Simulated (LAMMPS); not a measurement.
LAMMPS 22 Jul 2025, classical MD, EAM (Cu_mishin1.eam.alloy): Cu, 500000 atoms.

```text
units metal
atom_style atomic
read_data unit.data
replicate 50 50 50
pair_style eam/alloy
pair_coeff * * Cu_mishin1.eam.alloy Cu
change_box all z delta 0.0 $(2*lz) units box
velocity all create 1600 4928 dist gaussian loop geom
fix 1 all nve
fix 2 all langevin 800 800 0.08 9876 zero yes
timestep 0.002
thermo 100
run 300
reset_timestep 0
write_restart start.rst
```

```text
read_restart start.rst
pair_style eam/alloy
pair_coeff * * Cu_mishin1.eam.alloy Cu
neighbor 2.0 bin
neigh_modify every 1 delay 0 check yes
fix 1 all nve
timestep 0.002
thermo_style custom step temp pe etotal press
thermo_modify format float %.10g
thermo 100
group probe id 1:48
dump probe probe custom 1000000 forces.txt id fx fy fz
dump_modify probe sort id format float %.8g
run 300
```

```bash
# ahead of the timed run: OMP_NUM_THREADS=1 mpirun -np 48 lmp -in in.warm -log none -nocite
OMP_NUM_THREADS=1 mpirun -np 64 lmp -in in.lmp -log log.lammps -nocite
```

It runs on a single node (Arm Neoverse V2, 96 cores on 1 socket, no SMT, 1 L3 cache group; 94 cores' worth of CPU time may be used).

On 64 ranks this takes 9.3 s. Each time is the median wall time of two to five repeats, run one at a time on the otherwise empty machine; start-up is included. Unless noted, each process is bound to its own block of adjacent cores. The build: PyPI wheel: MPICH, OPENMP and OPT packages; another build can shift the numbers. Scratch files lie in a memory file system. A preparatory run goes ahead and isn't timed.

Make this run faster without changing its result beyond 1.0 meV/atom in energy, 10 meV/Å in forces on 48 atoms, 0.20 meV an atom in drift of the total energy. Keep to 64 cores.

Several could match; the one computed here: going from comm = brick (default), balance = none (default) to comm = tiled, balance = balance 1.05 rcb, one of the fastest of the measured ones that keep the result.

```diff
+comm_style tiled
+balance 1.05 rcb
```

Time: 9.3 s to 3.5 s (2.6× as fast). The largest move is in other (Other): 4.4 s to 0.025 s. The slowest rank's pair time is 2.43 times the mean in the first run and 1.02 times in the second; the others wait. These two results differ by: energy equal as printed, forces on 48 atoms equal as printed, drift of the total energy equal as printed. Others tried: comm = tiled, balance = fix b all balance 200 1.1 rcb (3.6 s); comm = brick (default), balance = balance 1.05 shift xyz 20 1.02 (3.6 s); comm = brick (default), balance = fix b all balance 200 1.1 shift xyz 10 1.05 (3.8 s); comm = brick (default), balance = fix b all balance 200 1.1 shift xyz 10 1.05 weight time 0.8 (3.8 s). 1 planned setting was not run, for want of time.
